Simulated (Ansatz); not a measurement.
The reference is SnTe in the rock salt structure (space group Fm-3m, No. 225; a = 6.289 Å).

Method: Kohn–Sham DFT with the PBEsol functional, run in Ansatz (a first-principles code) with PAW and 420 eV plane waves, spin-orbit coupling left out.

Before the change:

```
Quantity    Value
--------  -------
Pressure  0.0 GPa
```

One thing is altered: every lattice vector is stretched by 2.00 %; the atoms relax in the strained cell.

Question: How does this affect the energy relative to the base?

Answer: The energy grows by 15 meV/atom.

Question: Estimate the effect on the pressure.

Answer: The pressure goes from zero to -2.5 GPa.

No phonon test of stability was made. The final runs are not spin-polarised. Gaps under 0.05 eV, about the width of the smearing, are given as zero.
